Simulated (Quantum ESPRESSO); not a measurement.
A self-consistent single point of YSi2Au2 (I4/mmm, 5 atoms in the cell) with Quantum ESPRESSO.

Computed with PBEsol, GBRV 1.5 ultrasoft (PBESOL) pseudopotentials (plane waves; Quantum ESPRESSO).

```yaml
crystal:
  lattice:
    - [-2.11986, 2.11986, 5.10402]
    - [2.11986, -2.11986, 5.10402]
    - [2.11986, 2.11986, -5.10402]
  atoms:
    - { symbol: Y, position: [0.00000, 0.00000, 0.00000] }
    - { symbol: Si, position: [0.38808, 0.38808, 0.00000] }
    - { symbol: Si, position: [0.61192, 0.61192, 0.00000] }
    - { symbol: Au, position: [0.25000, 0.75000, 0.50000] }
    - { symbol: Au, position: [0.75000, 0.25000, 0.50000] }
```

Reference input (self-consistent single point, DFT, PBEsol, plane waves, GBRV 1.5 ultrasoft (PBESOL) pseudopotentials): ecutwfc = 40 Ry; ecutrho = 320 Ry; occupations = smearing; smearing = marzari-vanderbilt; degauss = 0.0073499 Ry; potentials = {Y: y_pbesol_v1.4.uspp.F.UPF, Si: si_pbesol_v1.uspp.F.UPF, Au: au_pbesol_v1.uspp.F.UPF}; K_POINTS = automatic 7 7 7 1 1 1; conv_thr = 1e-09 Ry; mixing_beta = 0.4. This run's input differs from it in these lines:

```diff
@@ -16,3 +16,3 @@
     smearing = 'marzari-vanderbilt',
-    degauss = 0.0073499,
+    degauss = 0.02205,
 /
```

Output (repeated stretches shortened):

```
     Self-consistent Calculation

     iteration #  1     ecut=    40.00 Ry     beta= 0.40

     total energy              =    -341.16985078 Ry
     estimated scf accuracy    <       0.92944426 Ry

     iteration #  2     ecut=    40.00 Ry     beta= 0.40

     total energy              =    -341.47514381 Ry
     estimated scf accuracy    <       0.31099185 Ry

     iteration #  3     ecut=    40.00 Ry     beta= 0.40

     total energy              =    -341.50323330 Ry
     estimated scf accuracy    <       0.01918069 Ry

   [... 8 blocks of this kind left out ...]

     iteration # 12     ecut=    40.00 Ry     beta= 0.40

     total energy              =    -341.51137813 Ry
     estimated scf accuracy    <       0.00000001 Ry

     iteration # 13     ecut=    40.00 Ry     beta= 0.40
     End of self-consistent calculation

     the Fermi energy is    13.0509 ev

!    total energy              =    -341.51137813 Ry
     estimated scf accuracy    <          9.6E-10 Ry
     smearing contrib. (-TS)   =      -0.00037148 Ry
     internal energy E=F+TS    =    -341.51100666 Ry

     convergence has been achieved in  13 iterations

     Forces acting on atoms (cartesian axes, Ry/au):

     atom    1 type  1   force =     0.00000000    0.00000000    0.00000000
     atom    2 type  2   force =     0.00000000    0.00000000   -0.01120198
     atom    3 type  2   force =     0.00000000    0.00000000    0.01120198
     atom    4 type  3   force =     0.00000000    0.00000000    0.00000000
     atom    5 type  3   force =     0.00000000    0.00000000    0.00000000

     Total force =     0.015842     Total SCF correction =     0.000023

          total   stress  (Ry/bohr**3)                   (kbar)     P=      -26.57
  -0.00018196  -0.00000000  -0.00000000          -26.77       -0.00       -0.00
   0.00000000  -0.00018196  -0.00000000            0.00      -26.77       -0.00
  -0.00000000   0.00000000  -0.00017802           -0.00        0.00      -26.19

   JOB DONE.
```

The run converged in 13 iterations. Against the reference run the free energy goes down by 1.1 meV/atom, the pressure hardly changes (-2.69 to -2.66 GPa) and the largest force hardly changes (0.292 to 0.288 eV/Å).

The starting cell comes from a database of computed structures (which also holds hypothetical and non-ambient phases and stackings), without a prior relaxation at this level.

Cost on one core of a shared machine: roughly 3 min.
